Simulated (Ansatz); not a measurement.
We consider In2O3 (model structure, started from the Nb2Se3 type, P3m1, No. 156, 5 atoms in the cell), described by PBEsol (Ansatz, an electronic-structure program, plane waves, PAW).

Settings: plane-wave cutoff 520 eV, 18×18×8 k mesh (along the axes of the cell as run), Fermi–Dirac smearing 0.05 eV, scalar-relativistic PAW data made under PBE.

Cell (relaxed with PBE-D3(BJ)):

```cif
data_In2O3
_chemical_formula_sum 'In2 O3'
_space_group_name_H-M_alt 'P3m1'
_space_group_IT_number 156
_space_group_name_Hall 'P 3 -2"'
_cell_length_a 3.28847
_cell_length_b 3.28847
_cell_length_c 7.48082
_cell_angle_alpha 90.000
_cell_angle_beta 90.000
_cell_angle_gamma 120.000
loop_
_atom_site_label
_atom_site_type_symbol
_atom_site_symmetry_multiplicity
_atom_site_Wyckoff_symbol
_atom_site_fract_x
_atom_site_fract_y
_atom_site_fract_z
_atom_site_occupancy
In1 In 1 a 0.00000 0.00000 0.41196 1
In2 In 1 a 0.00000 0.00000 0.83840 1
O1 O 1 c 0.66667 0.33333 0.61186 1
O2 O 1 b 0.33333 0.66667 0.29910 1
O3 O 1 c 0.66667 0.33333 0.96366 1
```

Predict the band gap.


* **band gap**: 0.21 eV (on the SCF k mesh)

Note: the relaxation could raise the start's symmetry but not lower it, so the cell can be a saddle point; cell and atoms aren't relaxed at this level (largest force component 0.25 eV/Å, pressure -2.9 GPa).

Spin–orbit coupling is not included.

Static lattice: no zero-point or thermal effects.

A model structure was made by putting elements into a prototype or built by hand; it is no filed structure, need not be a known phase, and can be a saddle point held by its symmetry.
